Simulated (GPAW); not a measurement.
**Several settings converged on a (001) slab of Ti (cut from a parent of space group no. 194; 4 atoms in the cell)**

```xyz
4
Lattice="2.9352 0.0000 0.0000 -1.4676 2.5420 0.0000 0.0000 0.0000 20.9848" Properties=species:S:1:pos:R:3 pbc="T T T"
Ti     1.4676     0.8473     9.3282
Ti     0.0000     1.6947     7.0000
Ti     1.4676     0.8473    13.9848
Ti     0.0000     1.6947    11.6566
```

Base method: LDA (Perdew-Wang 92), GPAW PAW datasets LDA (gpaw-data 1.0.1) (plane waves; GPAW).

Base settings: mode = pw; ecut = 800 eV; xc = LDA; kpts = 6 6 1; mesh shift (steps) = 0 0 0; occupations.name = fermi-dirac; occupations.width = 0.1 eV; nbands = -12; convergence.density = 1e-05 e/electron; convergence.energy = 1e-05 eV/electron.

The count of work is k-points × plane waves × bands × iterations; it is no time. Core times come from one kind of shared machine, to one figure; runs under 30 s give none.

**The vacuum**

The mesh stays at the base's, so the ladder's end is converged at best in this setting alone.

Only quantities that move along the ladder and can be compared are tabulated.

```tsv
vacuum between outermost atoms (Å)	free energy less the last step's (meV/atom)	largest difference of a force vector from the last step's (eV/Å)	count of work / last	core time / last (rough)
3.0	-381.82	1.346	0.24	–
4.0	-154.38	0.871	0.30	–
5.0	-47.16	0.370	0.38	0.3
6.0	-11.86	0.136	0.42	0.3
7.0	-2.37	0.043	0.38	0.3
10.0	0.02	0.003	0.49	0.3
14.0	0.02	0.001	0.61	0.4
20.0	0.03	0.002	0.73	0.5
30.0	0.00	0.000	1.0	1
```

Smallest vacuum between outermost atoms (Å) that holds the free energy within 0.5 meV/atom of the last step, with all finer ones: 10.0, at about 0.3 of the last step's time; the step before is off by 2.4 meV/atom.

Smallest vacuum between outermost atoms (Å) that holds the forces within 0.01 eV/Å of the last step, with all finer ones: 10.0, at about 0.3 of the last step's time; the step before is off by 0.043 eV/Å.

**The k-point mesh**

Only quantities that move along the ladder and can be compared are tabulated.

```csv
kpts,free energy less the last step's (meV/atom),largest difference of a force vector from the last step's (eV/Å),count of work / last,core time / last (rough)
3 3 1,44.66,0.106,0.047,–
4 4 1,-0.59,0.165,0.055,–
5 5 1,-20.24,0.032,0.075,0.09
6 6 1,3.65,0.055,0.10,0.1
8 8 1,-2.52,0.015,0.15,0.2
11 11 1,-0.09,0.008,0.24,0.2
15 15 1,-0.06,0.002,0.38,0.4
21 21 1,0.01,0.001,0.77,1.0
24 24 1,0.00,0.000,1.0,1
```

Coarsest kpts that holds the forces within 0.02 eV/Å of the last step, with all finer ones: 8 8 1, at 0.15 of the last step's count of work and about 0.2 of the last step's time; the step before is off by 0.055 eV/Å.

Coarsest kpts that holds the free energy within 5 meV/atom of the last step, with all finer ones: 6 6 1, at 0.10 of the last step's count of work and about 0.1 of the last step's time; the step before is off by 20 meV/atom.

**The plane-wave cutoff**

The mesh stays at the base's, so the ladder's end is converged at best in this setting alone.

Only quantities that move along the ladder and can be compared are tabulated.

| ecut | free energy less the last step's (meV/atom) | largest difference of a force vector from the last step's (eV/Å) | count of work / last | core time / last (rough) |
|---|---|---|---|---|
| 400 eV | 96.40 | 0.008 | 0.12 | – |
| 480 eV | 64.32 | 0.001 | 0.18 | – |
| 560 eV | 50.87 | 0.002 | 0.21 | 0.2 |
| 680 eV | 23.46 | 0.002 | 0.30 | 0.3 |
| 800 eV | 7.11 | 0.002 | 0.35 | 0.3 |
| 960 eV | 1.07 | 0.001 | 0.50 | 0.5 |
| 1200 eV | 0.03 | 0.002 | 0.71 | 0.6 |
| 1600 eV | 0.00 | 0.000 | 1.0 | 1 |

Coarsest ecut that holds the free energy within 2 meV/atom of the last step, with all finer ones: 960 eV; the step before is off by 7.1 meV/atom.

Coarsest ecut that holds the forces within 0.005 eV/Å of the last step, with all finer ones: 480 eV, at 0.18 of the last step's count of work; the step before is off by 0.008 eV/Å.

On the base run: the starting cell has typed, rounded lattice constants, without a prior relaxation at this level. The slab is cut from that crystal, and its faces are unrelaxed. Its lattice was rescaled by up to half a per cent. Spin polarisation is off. Without a gap this mesh is coarse (it stands for a supercell whose shortest in-plane vector is 18 Å).

Left out of this page: 1 run of the series outside the window shown, repeating another row's setting, or not comparable.
